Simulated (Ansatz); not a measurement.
Data:

End structure of a constructed model of the (110) surface of bcc Mo, a cell of two sites (a+b, b-a) layer of S, one a cell, on the site that continues the host's stacking (bottom of the slab: a bare face, its two planes held):

```xyz
13
Lattice="1.8249 2.5808 0.0000 -3.6498 2.5808 0.0000 0.0000 0.0000 29.5000" Properties=species:S:1:pos:R:3 pbc="T T T"
Mo     0.9124     1.2904     8.0617
Mo    -1.8249     1.2904     8.0617
Mo     0.0000     0.0000    10.2967
Mo    -0.9124     2.5808    10.2967
Mo     0.9124     1.2904    12.5204
Mo    -1.8249     1.2904    12.5538
Mo     0.0000     0.0000    14.7997
Mo    -0.9124     2.5808    14.7516
Mo     0.9124     1.2904    16.9470
Mo    -1.8249     1.2904    17.0808
Mo     0.0000     0.0000    19.1817
Mo    -0.9124     2.5808    19.2892
S      0.9124     1.2904    20.9488
```

Slab: 13 atoms, 13.4 Å thick at the start with caps and adatoms (thin: gaps and levels are the slab's own); k 12x9x1, smearing 0.1 eV, dipole-corrected; 4 atoms held, the rest relaxed; held to the start's symmetry, so lower structures may exist; no spin, no spin-orbit, no U. It is one candidate, not shown to be the stable structure of the face.

**Question.** What is the computed work function of the top face (PBE (Ansatz, a program for electronic structure))?

**Answer.** 4.98 eV
